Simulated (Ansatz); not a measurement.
**Lattice constant a of GaO (model structure, started from the beta GaS type, P6₃/mmc, No. 194, 8 atoms in the cell) at several levels of theory**

No measured value is used here.

```json
[
 {"level (code)": "LDA (Ansatz)", "value (Å)": "…"},
 {"level (code)": "PBE (Ansatz)", "value (Å)": "3.104"},
 {"level (code)": "PBEsol (Ansatz)", "value (Å)": "…"},
 {"level (code)": "PBE-D3(BJ) (Ansatz)", "value (Å)": "3.101"},
 {"level (code)": "r²SCAN (Ansatz)", "value (Å)": "3.078"},
 {"level (code)": "r²SCAN+rVV10 (Ansatz)", "value (Å)": "3.077"}
]
```

**Question.** What belongs in the gaps?

**Answer.** 
- LDA (Ansatz, a quantum-chemistry and plane-wave program), value (Å): 3.056
- PBEsol (Ansatz), value (Å): 3.070

Cutoffs differ between the levels. Ansatz's density-functional and Hartree–Fock values are scalar-relativistic unless marked +SOC, with PAW data made under PBE.

A model structure was made by putting elements into a prototype or built by hand; it is no filed structure, need not be a known phase, and can be a saddle point held by its symmetry.
